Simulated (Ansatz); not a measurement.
An Ansatz (an electronic-structure program) input (Ansatz, r2SCAN, PAW, cutoff 500 eV, no spin-orbit coupling):

Ansatz 0.2 input:
```yaml
crystal:
  lattice:
    - [0, 2.5007918079, 2.5007918079]
    - [2.5007918079, 0, 2.5007918079]
    - [2.5007918079, 2.5007918079, 0]
  atoms:
    - { symbol: Pt, position: [0.25, 0.25, 0.25] }
    - { symbol: Be, position: [0, 0, 0] }
basis: { ecutwfc: 500, ecutrho_ratio: 4, xc_grid: 4, fft_grid_basis: typed }
kpoints: { mp_grid: { grid: [16, 16, 16] } }
hamiltonian:
  xc: r2scan
  dispersion: none
  pseudopotentials: { kind: paw }
scf: { occupations: { method: fermi_dirac, width: 0.05 }, convergence: { dr2_threshold: 0.0000000002 } }
output: { forces: true, stress: true }
checkpoint: { write: state.ck, write_every: 1000 }
```

### Question
Which symmetry and how many k-points will the program report, and about how many plane waves at Γ?

### Answer
Space group F-43m (ITA 216) with 24 operations, k-points 145 of 4096, and 821 plane waves at Γ.

Whether these cells are dynamically stable was not tested. The final runs are not spin-polarised. The cell was made from BeS by this change: S → Pt; the result is a hypothetical phase, not in the database extracts checked.
